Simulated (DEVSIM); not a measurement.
System: Ti/La2O3/SiO2/n-Si capacitor, at 300 K.

Layer 1 from the left is La2O3, thickness (nm) 4.30. Layer 2 from the left is SiO2, thickness (nm) 0.880. Layer 3 from the left is Si, thickness (nm) 6100, Nd (cm⁻³) 8.8e15.

Metal gate on the left, work function 4.33 eV. Fixed charge at the semiconductor interface -2.6e10 cm⁻² (in units of +e); no interface traps.

This is a model device: material constants are rounded textbook-type values typed into the input, and sizes, dopings and lifetimes were drawn at random. Values at 300 K.

La2O3: gap (eV) 5.8, affinity (eV) 1.8, permittivity 27. SiO2: gap (eV) 9, affinity (eV) 0.9, permittivity 3.9. Si: gap (eV) 1.124, affinity (eV) 4.05, permittivity 11.7, Nc (cm⁻³) 2.86e19, Nv (cm⁻³) 3.1e19.

Problem. Estimate by hand the flat-band voltage, the threshold voltage, and compare with a numerical solution.

Solution. 
- Flat-band voltage: C = 2.30 μF/cm², work-function difference 0.071 V; VFB = φms − qNf/C = 0.07 V; numerical 0.07 V.
- Threshold voltage: φF = 0.352 V, depletion charge √(4εqNφF) = 4.53e-8 C/cm²; VT = VFB − 2φF − Qd/C = -0.65 V; numerical -0.65 V.

DEVSIM, 1D Poisson equation in equilibrium, Boltzmann statistics, complete ionisation; no quantum confinement or tunnelling. Metal contacts follow the ideal Schottky-Mott rule: no Fermi-level pinning, no interface dipoles.
